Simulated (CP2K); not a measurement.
Worked example: self-consistent single point of TaC (Fm-3m, 2 atoms in the cell) in CP2K.

Method: RPBE, GPW, DZVP-MOLOPT-SR-GTH basis, GTH-PBE potentials (GTH_POTENTIALS) (CP2K 2026.2).

```
CELL_PARAMETERS angstrom
      3.16332     0.00000     0.00000
      1.58166     2.73951     0.00000
      1.58166     0.91317     2.58284
ATOMIC_POSITIONS crystal
  Ta 0.00000 0.00000 0.00000
  C  0.50000 0.50000 0.50000
```

Reference input (self-consistent single point, DFT PBE, GPW, DZVP-MOLOPT-SR-GTH basis, GTH-PBE potentials (GTH_POTENTIALS)): CUTOFF = 500 Ry; REL_CUTOFF = 50 Ry; SMEAR/METHOD = GAUSSIAN; SIGMA = 0.05 eV; KPOINTS/SCHEME = MONKHORST-PACK 7 7 7; XC_FUNCTIONAL = PBE; Ta/BASIS_SET = DZVP-MOLOPT-SR-GTH; Ta/POTENTIAL = GTH-PBE-q13; C/BASIS_SET = DZVP-MOLOPT-SR-GTH; C/POTENTIAL = GTH-PBE-q4; METHOD = GPW; EPS_DEFAULT = 1e-10. This run's input differs from it in these lines:

```diff
@@ -43,3 +43,7 @@
     &XC
-      &XC_FUNCTIONAL PBE
+      &XC_FUNCTIONAL
+        &GGA_X_RPBE
+        &END GGA_X_RPBE
+        &GGA_C_PBE
+        &END GGA_C_PBE
       &END XC_FUNCTIONAL
```

Log, with long lists cut:

```
 SCF WAVEFUNCTION OPTIMIZATION

  Step     Update method      Time    Convergence         Total energy    Change
     1 NoMix/Diag. 0.20E+00      -     1.25900517       -64.4686823833 -6.45E+01
     2 Broy./Diag. 0.20E+00      -     0.08242473       -64.3395986943  1.29E-01
     3 Broy./Diag. 0.20E+00      -     0.11597066       -64.2549017588  8.47E-02
     4 Broy./Diag. 0.20E+00      -     0.01408840       -64.0959563619  1.59E-01
     5 Broy./Diag. 0.20E+00      -     0.01024782       -63.9999388263  9.60E-02
     6 Broy./Diag. 0.20E+00      -     0.00167132       -63.9853341188  1.46E-02
   [... 2 lines left out ...]
     9 Broy./Diag. 0.20E+00      -     0.00003832       -63.9985345945  1.36E-04
    10 Broy./Diag. 0.20E+00      -     0.00000189       -63.9985123688  2.22E-05
    11 Broy./Diag. 0.20E+00      -     0.00000437       -63.9985025413  9.83E-06
    12 Broy./Diag. 0.20E+00      -     0.00000008       -63.9985058592 -3.32E-06
  *** SCF run converged in    12 steps ***

  Overlap energy of the core charge distribution:               0.00000000438679
  Self energy of the core charge distribution:               -100.01504394455685
  Core Hamiltonian energy:                                     22.69764946552455
  Hartree energy:                                              21.98689237649292
  Exchange-correlation energy:                                 -8.66793371067672
  Smearing free energy correction:                             -0.00007005036626
  Fermi energy:                                                 0.54269127244323

  Total energy:                                               -63.99850585919557
  Total energy (extrapolated to sigma->0):                    -63.99847083401244

   [... lines left out ...]

 STRESS| Analytical stress tensor [bar]
 STRESS|                        x                   y                   z
 STRESS|      x       -1.70410526445E+04  -8.63210369866E-01  -6.10379680408E-01
 STRESS|      y       -8.63210369866E-01  -1.70385184607E+04   9.91272822802E-02
 STRESS|      z       -6.10379680408E-01   9.91272822802E-02  -1.70389578120E+04
 STRESS| 1/3 Trace                                            -1.70395096391E+04
```

The run converged in 12 iterations. Against the reference run the pressure goes from -4.07 to -1.70 GPa.

The starting cell comes from a database of computed structures (which also holds hypothetical and non-ambient phases and stackings), without a prior relaxation at this level. Its lattice was rescaled by a random factor within 2.5 % of one. Spin polarisation is off. Values carry the incompleteness of an atom-centred basis. The potentials were made for another functional than the one used.

Cost on one core of a shared machine: roughly 2 min.
